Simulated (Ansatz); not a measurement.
# Rh: pressure 4.5 GPa

Consider Rh in the fcc (Cu type) structure (space group Fm-3m, No. 225; a = 3.830 Å).

It is then changed as follows: a hydrostatic pressure of 4.5 GPa.

Calculations: PBE (Ansatz, a first-principles code), without spin-orbit coupling. Settings: 21×21×21 k-points, 0.05 eV Fermi–Dirac smearing.

```json
[
 {"quantity": "density", "base": "12.17 g/cm³", "changed": "12.37 g/cm³", "shift": "+0.206 g/cm³"},
 {"quantity": "lattice parameter a", "base": "3.830 Å", "changed": "3.809 Å", "shift": "-0.021 Å"},
 {"quantity": "shortest interatomic distance", "base": "2.708 Å", "changed": "2.693 Å", "shift": "-0.015 Å"},
 {"quantity": "enthalpy H = E + PV relative to the base's energy", "base": "–", "changed": "+0.39 eV/atom", "shift": "–"},
 {"quantity": "band gap", "base": "zero", "changed": "zero", "shift": "–"}
]
```

Final structure:

```
Rh
1.0
    0.00000     1.90435     1.90435
    1.90435     0.00000     1.90435
    1.90435     1.90435     0.00000
Rh
1
Direct
  0.00000   0.00000   0.00000
```

Load acts through the strain it causes; cell and atoms are relaxed under it. Whether these cells are dynamically stable was not tested. The final runs are not spin-polarised.
